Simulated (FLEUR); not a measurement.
# Input and output of a self-consistent single point for a (110) slab of Li (cut from a parent of space group no. 229; 3 atoms in the cell) (FLEUR)

Computed with PBEsol, all-electron FLAPW (FLEUR, film geometry), scalar-relativistic valence run with FLEUR.

Input as run:

Input of the input generator:

```
Li FLAPW
&input film=t /
5.7286974369 -0.0000000547 0.0000000000
-7.6382636616 5.4010676489 0.0000000000
0.0000000000 0.0000000000 18.3549306825 15.3549306825
1.0
1.0 1.0 1.0

3
3 0.0000000000 0.0000000000 -4.6774653413
3 1.0000000000 0.5000000000 0.0000000000
3 0.0000000000 0.0000000000 4.6774653413

&comp jspins=1 /
&exco xctyp='PBEs' /
&kpt div1=8 div2=8 div3=1 gamma=t /
&end /
```

```xml
<?xml version="1.0" encoding="UTF-8" standalone="no"?>
<fleurInput fleurInputVersion="0.39">
   <comment>
      Li FLAPW                                                                                            
   </comment>
   <calculationSetup>
      <cutoffs Kmax="3.9" Gmax="15.6" GmaxXC="15.6" numbands="0"/>
      <scfLoop itmax="60" minDistance="0.00001" maxIterBroyd="15" imix="Anderson" alpha="0.05" precondParam="0.8" spinf="2.0"/>
      <coreElectrons ctail="T" frcor="F" kcrel="0" coretail_lmax="0"/>
      <xcFunctional name="PBEs" relativisticCorrections="F"/>
      <magnetism jspins="1"/>
      <soc l_soc="F" theta="0.0" phi="0.0" spav="F"/>
      <expertModes spex="0" secvar="F"/>
      <geometryOptimization l_f="T" forcealpha="1.0" forcemix="BFGS" epsdisp="0.00001" epsforce="0.00001"/>
      <ldaU l_linMix="F" mixParam="0.05" spinf="1.0"/>
   </calculationSetup>
   <cell>
      <bzIntegration valenceElectrons="3.0" mode="hist" fermiSmearingEnergy="0.00367493">
         <kPointListSelection listName="default-1"/>
         <!-- k-points included here -->
         <xi:include xmlns:xi="http://www.w3.org/2001/XInclude" href="kpts.xml"> </xi:include>
      </bzIntegration>
      <!-- symmetry operations included here -->
      <xi:include xmlns:xi="http://www.w3.org/2001/XInclude" href="sym.xml"> </xi:include>
      <filmLattice scale="1.0" dVac="14.9900" dTilda="17.4900">
         <bravaisMatrixFilm>
            <row-1>    5.7286974369000001    -0.0000000547000000</row-1>
            <row-2>   -7.6382636615999999     5.4010676488999998</row-2>
         </bravaisMatrixFilm>
         <vacuumEnergyParameters vacuum="1" spinUp="-.25" spinDown="-.25"/>
      </filmLattice>
   </cell>
   <atomSpecies>
      <species name="Lithium (Li)" element="Li" atomicNumber="3">
         <mtSphere radius="2.61" gridPoints="899" logIncrement="0.011"/>
         <atomicCutoffs lmax="10" lnonsphr="8"/>
         <electronConfig flipSpins="F">
            <coreConfig>(1s1/2)</coreConfig>
            <valenceConfig>(2s1/2)</valenceConfig>
            <stateOccupation state="(2s1/2)" spinUp="0.5" spinDown="0.5"/>
         </electronConfig>
         <energyParameters s="2" p="2" d="3" f="4"/>
      </species>
   </atomSpecies>
   <atomGroups>
      <atomGroup species="Lithium (Li)">
         <filmPos label="                   1">.0000000000 .0000000000 -4.6774653413</filmPos>
         <filmPos label="                   3">.0000000000 .0000000000 4.6774653413</filmPos>
         <force calculate="T" relaxXYZ="TTT"/>
      </atomGroup>
      <atomGroup species="Lithium (Li)">
         <filmPos label="                   2">.0000000000 1.000/2.000 .0000000000</filmPos>
         <force calculate="T" relaxXYZ="TTT"/>
      </atomGroup>
   </atomGroups>
   <output dos="F" band="F" slice="F">
      <checks vchk="F" cdinf="F"/>
      <bandDOS minEnergy="-.5*Htr" maxEnergy="0.5*Htr" sigma="0.015" storeEVData="T"/>
      <vacuumDOS vacdos="F" integ="F" star="F" nstars="0" locx1="0.0" locy1="0.0" locx2="0.0" locy2="0.0" nstm="0" tworkf="0.0"/>
      <unfoldingBand unfoldBand="F" supercellX="1" supercellY="1" supercellZ="1"/>
      <plotting iplot="0" polar="F">
         <plot TwoD="T" vec1="  1.0  0.0  0.0" vec2="  0.0  1.0  0.0" vec3="  0.0  0.0  1.0" zero="  0.0  0.0 -0.5" file="plot"/>
      </plotting>
      <chargeDensitySlicing numkpt="0" minEigenval="0.0" maxEigenval="0.0" nnne="0" pallst="F"/>
      <specialOutput eonly="F"/>
      <magneticCircularDichroism mcd="F" energyLo="-10.0" energyUp="0.0"/>
   </output>
  <!-- We include the file relax.xml here to enable relaxations (see documentation) -->
  <xi:include xmlns:xi="http://www.w3.org/2001/XInclude" href="relax.xml"> <xi:fallback/> </xi:include>
</fleurInput>
```

Output (repeated stretches shortened):

```
      Welcome to FLEUR        (www.flapw.de)
      MaX-Release 8.1          (www.max-centre.eu)

 ========== k-point set info ==========
 Selected k-point list: default-1
 k-point list type: mesh
 8 x 8 x 1
 Number of k points: 21

 ------------Calculation Setup---------------------------
           1           3           7          21
 Number of basis functions:          558
 Iteration:     1   Distance:       2.64316266 me/bohr^3
 Iteration:     2   Distance:       2.50471329 me/bohr^3
 Iteration:     3   Distance:       0.81337170 me/bohr^3
 Iteration:     4   Distance:       0.70470359 me/bohr^3
 Iteration:     5   Distance:       0.24319515 me/bohr^3
 Iteration:     6   Distance:       0.23289728 me/bohr^3
   [... 18 lines left out ...]
 Iteration:    25   Distance:       0.00005357 me/bohr^3
 Iteration:    26   Distance:       0.00004169 me/bohr^3
 Iteration:    27   Distance:       0.00001730 me/bohr^3
 Iteration:    28   Distance:       0.00001044 me/bohr^3
 Iteration:    29   Distance:       0.00000108 me/bohr^3
 Reset of history

 Run finished successfully
 Stop message:
   Structural relaxation: new displacements generated

[file out, last iteration]
             iter=     30
          p o t e n t i a l   g e n e r a t o r
[...]
          integral of pseudo charge density inside the slab=       -0.158895   0.000000
     coulomb potential in the interstitial region:
          density-coulomb potential integrals
          vacuum :                            -0.0024455212
          total density-coulomb potenti      -26.6446934947
 ifftd2,vacuum%nmz=   3240    250
 9990nmzxy=  100
 9992nmzdiff=  153
          density-effective potential integrals for spin  1
          vacuum :                            -0.0230799759
          total density-effective poten   -3.3564412691E+01
          charge density-energy density integrals
          vacuum :                            -0.0158580465
          total charge density-energy d   -5.3500549718E+00
 Updated energy parameters for spin:           1
  Atom    1 2s branch from -1.83 to  0.89 htr. ; e_l = -0.0610
  Atom    1 2p branch from -9.99 to  0.74 htr. ; e_l =  0.0240
  Atom    1 3d branch from -9.99 to  1.89 htr. ; e_l =  0.2198
  Atom    1 4f branch from -9.99 to  3.11 htr. ; e_l =  0.3802
  Atom    2 2s branch from -1.81 to  0.90 htr. ; e_l = -0.0598
  Atom    2 2p branch from -9.99 to  0.75 htr. ; e_l =  0.0254
  Atom    2 3d branch from -9.99 to  1.90 htr. ; e_l =  0.2195
  Atom    2 4f branch from -9.99 to  3.12 htr. ; e_l =  0.3796
[...]
 fermi energy and band-weighting factors:
at   0.00000   0.00000   0.00000   k-weight:    0.015625
    5 eigenvalues :
   -0.238577   -0.202708   -0.145041   -0.108975    0.018150
   [... 2 blocks of this kind left out ...]

[...]
FERMIE:
          first approx. to ef    (T=0)  :  -0.118158 htr   (energy of the highest occ. eigenvalue)
          number of occ. states  (T=0)  :         32
          first approx. to seigv (T=0)  :  -0.504260 htr
          sum of weights of occ. states :   1.515625
          sum of semicore charge        :   0.000000 e
FERHIS:  Fermi-Energy by histogram:
          bandgap                     :   0.000392 htr
          charge neutrality (T=0)     :   0.031250    (zero if the highest occ. eigenvalue is "entirely" occupied)
     EF_NEWTON:  Adjust Fermi-Energy by Newton-Method.
               Number of iterations needed  :   4
               The error in the weight is   :  0.68978E-12
               The error in ef is           : -0.31250E-13 htr
     -->  new fermi energy            :  -0.119634 htr
          valence charge              :   3.000000 e
          actual charge blw ef-8kt    :   1.875000 e
          actual charge blw ef+8kt    :   3.000000 e
          number of occ. states       :        50
          sum of the valence weights  :    1.500000
          entropy         :   0.546957 *kb htr/K =   0.00000 htr/K
          sum of val. single particle energies:        -0.4994968913 htr
          valence density: spin= 1
[...]
     l-like charge
     atom     s        p        d        f        total
 -->  1    0.25361  0.16569  0.00598  0.00033    0.42564
 -->  2    0.24346  0.21834  0.00938  0.00041    0.47162
          total charge for spin  1=    3.000000
          interst. charge =       1.518246
          mt charge=              0.425638    0.471621
          vacuum  1  charge=      0.079429
          total charge  =    3.000000
          z=  3.     r(1)=  0.133869E-03     dx= 0.011000     m.t.index= 899
               n    l     j    energy       weight
               1.   0.   0.5   -1.8288      2.0000
          atom type    1  (spin 1)
          kinetic energy=  0.708924022433E+01     sum of the eigenvalues= -0.365758910901E+01
          0.00095423  electrons lost from core.
          z=  3.     r(1)=  0.133869E-03     dx= 0.011000     m.t.index= 899
               n    l     j    energy       weight
               1.   0.   0.5   -1.8137      2.0000
          atom type    2  (spin 1)
          kinetic energy=  0.708761785295E+01     sum of the eigenvalues= -0.362738303906E+01
          0.00097621  electrons lost from core.
          total charge for spin  1=    9.000000
          interst. charge =       1.521046
          mt charge=              2.424698    2.470664
          vacuum  1  charge=      0.079447
          total charge  =    9.000000
          zc=     9.000000     qfix=    1.000000
     t o t a l  e n e r g y
          sum of eigenvalues =               -11.4420581484
          density-coulomb potential int      -26.6446934947
          density-effective potential i      -33.5644126913
          charge density-ex.-corr.energ       -5.3500549718
          el.-nucl. inter. diff. m.t.         16.7525931975
          Madelung term for atom type:        -0.4392096894
          el.-nucl. inter. diff. m.t.          8.4064577121
          Madelung term for atom type:        -0.2097162421
 ---->    total energy=                      -22.3580240173 htr
 ---->    (input%tkb*entropy) TS=              0.0020100283 htr
 ---->    free energy=                       -22.3600340457 htr
      extrapolation for T->0
 ---->    total electron energy=             -22.3590290315 htr
 ***** TOTAL FORCES ON ATOMS *****
 TOTAL FORCE FOR ATOM TYPE=  1  X=  0.000   Y=  0.000   Z= -4.677
                       FX_TOT= 0.000000 FY_TOT= 0.000000 FZ_TOT= 0.002088
 TOTAL FORCE FOR ATOM TYPE=  2  X= -3.819   Y=  2.701   Z=  0.000
                       FX_TOT= 0.000000 FY_TOT= 0.000000 FZ_TOT= 0.000000
```

The run converged in 29 iterations. FLEUR gives forces in its relaxation mode, with a further iteration, so its stop message speaks of a relaxation.

The starting cell has typed, rounded lattice constants, without a prior relaxation at this level. The slab is cut from that crystal, and its faces are unrelaxed. Its lattice was rescaled by up to half a per cent. Values depend on the basis (sphere radii, cutoffs, local orbitals), which need not be converged. The log's line on a gap gives a spacing of levels on this mesh, which the program prints for metals too.

Cost on one core of a shared machine: roughly 4 min.
